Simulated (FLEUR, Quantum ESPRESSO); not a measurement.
A FLEUR input for a self-consistent single point of IrPd3 (I4/mmm, 4 atoms in the cell) (DFT, LDA (Perdew-Zunger), all-electron FLAPW (FLEUR), scalar-relativistic valence):

Input of the input generator:

```
IrPd3 FLAPW
&input film=f /
-3.7217494620 3.7217494620 7.3564203442
3.7217494620 -3.7217494620 7.3564203442
3.7217494620 3.7217494620 -7.3564203442
1.0
1.0 1.0 1.0

4
46 0.7500000000 0.2500000000 0.5000000000
46 0.2500000000 0.7500000000 0.5000000000
46 0.5000000000 0.5000000000 0.0000000000
77 0.0000000000 0.0000000000 0.0000000000

&comp jspins=1 /
&exco xctyp='pz' /
&kpt div1=8 div2=8 div3=8 gamma=t /
&end /
```

```xml
<?xml version="1.0" encoding="UTF-8" standalone="no"?>
<fleurInput fleurInputVersion="0.39">
   <comment>
      IrPd3 FLAPW                                                                                         
   </comment>
   <calculationSetup>
      <cutoffs Kmax="4.1" Gmax="16.4" GmaxXC="16.4" numbands="0"/>
      <scfLoop itmax="100" minDistance="0.00001" maxIterBroyd="40" imix="Anderson" alpha="0.05" precondParam="0.0" spinf="2.0"/>
      <coreElectrons ctail="T" frcor="F" kcrel="0" coretail_lmax="0"/>
      <xcFunctional name="pz" relativisticCorrections="F"/>
      <magnetism jspins="1"/>
      <soc l_soc="F" theta="0.0" phi="0.0" spav="F"/>
      <expertModes spex="0" secvar="F"/>
      <geometryOptimization l_f="T" forcealpha="1.0" forcemix="BFGS" epsdisp="0.00001" epsforce="0.00001"/>
      <ldaU l_linMix="F" mixParam="0.05" spinf="1.0"/>
   </calculationSetup>
   <cell>
      <bzIntegration valenceElectrons="63.0" mode="gauss" fermiSmearingEnergy="0.00734986">
         <kPointListSelection listName="default-1"/>
         <!-- k-points included here -->
         <xi:include xmlns:xi="http://www.w3.org/2001/XInclude" href="kpts.xml"> </xi:include>
      </bzIntegration>
      <!-- symmetry operations included here -->
      <xi:include xmlns:xi="http://www.w3.org/2001/XInclude" href="sym.xml"> </xi:include>
      <bulkLattice scale="1.0">
         <bravaisMatrix>
            <row-1>   -3.7217494620000000     3.7217494620000000     7.3564203442000000</row-1>
            <row-2>    3.7217494620000000    -3.7217494620000000     7.3564203442000000</row-2>
            <row-3>    3.7217494620000000     3.7217494620000000    -7.3564203442000000</row-3>
         </bravaisMatrix>
      </bulkLattice>
   </cell>
   <atomSpecies>
      <species name="Palladium (Pd)" element="Pd" atomicNumber="46">
         <mtSphere radius="2.39" gridPoints="843" logIncrement="0.015"/>
         <atomicCutoffs lmax="10" lnonsphr="8"/>
         <electronConfig flipSpins="F">
            <coreConfig>(1s1/2) (2s1/2) (2p1/2) (2p3/2) (3s1/2) (3p1/2) (3p3/2) (4s1/2) (3d3/2) (3d5/2)</coreConfig>
            <valenceConfig>(4p1/2) (4p3/2) (5s1/2) (4d3/2) (4d5/2)</valenceConfig>
            <stateOccupation state="(5s1/2)" spinUp="0.5" spinDown="0.5"/>
            <stateOccupation state="(4d3/2)" spinUp="1.8" spinDown="1.8"/>
            <stateOccupation state="(4d5/2)" spinUp="2.7" spinDown="2.7"/>
         </electronConfig>
         <energyParameters s="5" p="5" d="4" f="4"/>
         <lo type="SCLO" l="1" n="4" eDeriv="0"/>
      </species>
      <species name="Iridium (Ir)" element="Ir" atomicNumber="77">
         <mtSphere radius="2.39" gridPoints="843" logIncrement="0.016"/>
         <atomicCutoffs lmax="10" lnonsphr="8"/>
         <electronConfig flipSpins="F">
            <coreConfig>(1s1/2) (2s1/2) (2p1/2) (2p3/2) (3s1/2) (3p1/2) (3p3/2) (4s1/2) (3d3/2) (3d5/2) (4p1/2) (4p3/2) (5s1/2) (4d3/2) (4d5/2) (4f5/2) (4f7/2)</coreConfig>
            <valenceConfig>(5p1/2) (5p3/2) (6s1/2) (5d3/2) (5d5/2)</valenceConfig>
            <stateOccupation state="(5d3/2)" spinUp="1.4" spinDown="1.4"/>
            <stateOccupation state="(5d5/2)" spinUp="2.1" spinDown="2.1"/>
         </electronConfig>
         <energyParameters s="6" p="6" d="5" f="5"/>
         <lo type="SCLO" l="1" n="5" eDeriv="0"/>
      </species>
   </atomSpecies>
   <atomGroups>
      <atomGroup species="Palladium (Pd)">
         <relPos label="                   1">-1.000/4.000 1.000/4.000 1.000/2.000</relPos>
         <relPos label="                   2">1.000/4.000 -1.000/4.000 1.000/2.000</relPos>
         <force calculate="T" relaxXYZ="TTT"/>
      </atomGroup>
      <atomGroup species="Palladium (Pd)">
         <relPos label="                   3">1.000/2.000 1.000/2.000 .0000000000</relPos>
         <force calculate="T" relaxXYZ="TTT"/>
      </atomGroup>
      <atomGroup species="Iridium (Ir)">
         <relPos label="                   4">.0000000000 .0000000000 .0000000000</relPos>
         <force calculate="T" relaxXYZ="TTT"/>
      </atomGroup>
   </atomGroups>
   <output dos="F" band="F" slice="F">
      <checks vchk="F" cdinf="F"/>
      <bandDOS minEnergy="-.5*Htr" maxEnergy="0.5*Htr" sigma="0.015" storeEVData="T"/>
      <vacuumDOS vacdos="F" integ="F" star="F" nstars="0" locx1="0.0" locy1="0.0" locx2="0.0" locy2="0.0" nstm="0" tworkf="0.0"/>
      <unfoldingBand unfoldBand="F" supercellX="1" supercellY="1" supercellZ="1"/>
      <plotting iplot="0" polar="F">
         <plot TwoD="T" vec1="  1.0  0.0  0.0" vec2="  0.0  1.0  0.0" vec3="  0.0  0.0  1.0" zero="  0.0  0.0  0.0" file="plot"/>
      </plotting>
      <chargeDensitySlicing numkpt="0" minEigenval="0.0" maxEigenval="0.0" nnne="0" pallst="F"/>
      <specialOutput eonly="F"/>
      <magneticCircularDichroism mcd="F" energyLo="-10.0" energyUp="0.0"/>
   </output>
  <!-- We include the file relax.xml here to enable relaxations (see documentation) -->
  <xi:include xmlns:xi="http://www.w3.org/2001/XInclude" href="relax.xml"> <xi:fallback/> </xi:include>
</fleurInput>
```

Question: Write the same calculation as an input for Quantum ESPRESSO.

Answer: This is the input that was run; spellings and numerical settings could be chosen otherwise.

```fortran
&CONTROL
    calculation = 'scf'
    prefix = 'scf'
    outdir = './work'
    pseudo_dir = './'
    tprnfor = .true.
    tstress = .true.
/
&SYSTEM
    ibrav = 0
    nat = 4
    ntyp = 2
    ecutwfc = 40
    ecutrho = 320
    occupations = 'smearing'
    smearing = 'gaussian'
    degauss = 0.0147
/
&ELECTRONS
    conv_thr = 1.0d-10
    mixing_beta = 0.5
/
ATOMIC_SPECIES
Pd   106.4200  pd_lda_v1.4.uspp.F.UPF
Ir   192.2170  ir_lda_v1.2.uspp.F.UPF
CELL_PARAMETERS {angstrom}
  -1.9694650000     1.9694650000     3.8928500000
   1.9694650000    -1.9694650000     3.8928500000
   1.9694650000     1.9694650000    -3.8928500000
ATOMIC_POSITIONS {angstrom}
Pd    0.0000000000    1.9694650000    1.9464250000
Pd    1.9694650000    0.0000000000    1.9464250000
Pd    0.0000000000    0.0000000000    3.8928500000
Ir    0.0000000000    0.0000000000    0.0000000000
K_POINTS {automatic}
8 8 8  0 0 0
```

Basis settings and potentials, where a program has them, do not carry over. This input uses DFT, LDA (PZ), plane waves, GBRV 1.5 ultrasoft (LDA) pseudopotentials. LDA parametrisations can differ slightly between programs.

The starting cell comes from a database of computed structures (which also holds hypothetical and non-ambient phases and stackings), without a prior relaxation at this level.
